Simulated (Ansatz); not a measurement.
Impurities on the Al site of fcc Al. The bounds on chemical potentials count only the phases computed here; "not settled" covers levels within 0.1 eV of a band edge and carriers that are partly localised.

Calculation: PBE, PAW (plane waves to 420 eV; Ansatz, a quantum-chemistry and plane-wave program). Set-up: 108-site cell; 4×4×4 shifted k-points; no Hubbard U; energies good to tenths of an eV; the relaxation kept the symmetry of the starting site.

```
impurity                                                           neighbours in the neutral state (Å)         moment (μB)  E_f of the neutral state (eV; limit and bounding phases)
--------  --------------------------------------------------------------------------------------------  ------------------  --------------------------------------------------------
P         Al 2.84, Al 2.84, Al 2.84, Al 2.84, Al 2.84, Al 2.84, Al 2.84, Al 2.84 (the shell may go on)  not spin-polarised                                    1.64 (zinc-blende AlP)
Si        Al 2.84, Al 2.84, Al 2.84, Al 2.84, Al 2.84, Al 2.84, Al 2.84, Al 2.84 (the shell may go on)  not spin-polarised                                           0.43 (elements)
Sc        Al 2.89, Al 2.89, Al 2.89, Al 2.89, Al 2.89, Al 2.89, Al 2.89, Al 2.89 (the shell may go on)  not spin-polarised                                      0.75 (Al3Sc (Pm-3m))
Cu        Al 2.81, Al 2.81, Al 2.81, Al 2.81, Al 2.81, Al 2.81, Al 2.81, Al 2.81 (the shell may go on)  not spin-polarised                                     0.29 (CuAl2 (I4/mcm))
```
